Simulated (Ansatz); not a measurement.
Take FeCo in the CsCl type structure (space group Pm-3m, No. 221; a = 2.8003 Å; ferromagnetic) as the base.

Computed with PBEsol, PAW, 420 eV (Ansatz, an electronic-structure program; spin-orbit coupling left out).

One change was made to it. Results:

```tsv
quantity	base	after
density	8.68 g/cm³	9.65 g/cm³
magnetic state	ferromagnetic	ferromagnetic
largest site moment	2.71 μB	2.55 μB
```

Task: What was done to the base?
A. pressure 30 GPa
B. pressure 15 GPa
C. pressure 9 GPa

Result: A, pressure 30 GPa. For comparison, the density in the other runs: pressure 15 GPa gives 9.21 g/cm³; pressure 9 GPa gives 9.01 g/cm³.

Other magnetic orders, which the real material may have, were not ruled out. Load acts through the strain it causes; cell and atoms are relaxed under it. Whether these cells are dynamically stable was not tested. No other phases were tried under pressure.
